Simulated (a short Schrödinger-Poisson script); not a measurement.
Structure: symmetric double-gate stack, Al2O3 on p-type Si(110), at 300 K.

```csv
layer,material,thickness (nm),Na (cm⁻³)
1,Al2O3,5.4,-
2,Si,2,2e16
3,Al2O3,5.4,-
```

The device is made up for the run: typed textbook-type constants, with dimensions and the other settings drawn at random. Al2O3: permittivity 9, conduction-band edge (eV) 2.7, gap (eV) 6.8, electron mass (mₑ) 0.3. Si: permittivity 11.7, conduction-band edge (eV) 0, gap (eV) 1.124, Nv at 300 K (cm⁻³) 3.1e19.

Channel valleys (confinement mass, in-plane density-of-states mass, number): Δ4 0.315, 0.324, 4; Δ2 0.19, 0.417, 2. At the gates, both at one voltage, the conduction-band edge of layer 1 lies 3.06 eV − eVg above the Fermi level of the channel. Gaps are held at their typed values at every temperature. Mesh 0.03 nm at interfaces.

Solved with a short Schrödinger-Poisson script written for these runs: 1D Poisson equation in equilibrium, electrons quantum, Hartree (BenDaniel-Duke, 12 states a valley, the channel's in-plane mass for all, wave functions free to enter the dielectric), parabolic valleys, classical holes, full ionisation, no traps, pinning or gate leakage.

**Question.** List the lowest subbands of each valley and their electrons at Vg = 1.8 V.

**Answer.** 
```csv
valley,subband,energy from the Fermi level (meV),electrons (cm⁻²),share (%)
Δ4,0,-27.5,1.91e13,91.5
Δ4,1,544.4,< 1e6,0.0
Δ2,0,39.4,1.78e12,8.5
Δ2,1,829.3,< 1e6,0.0
```

All electrons: 2.08e13 cm⁻².
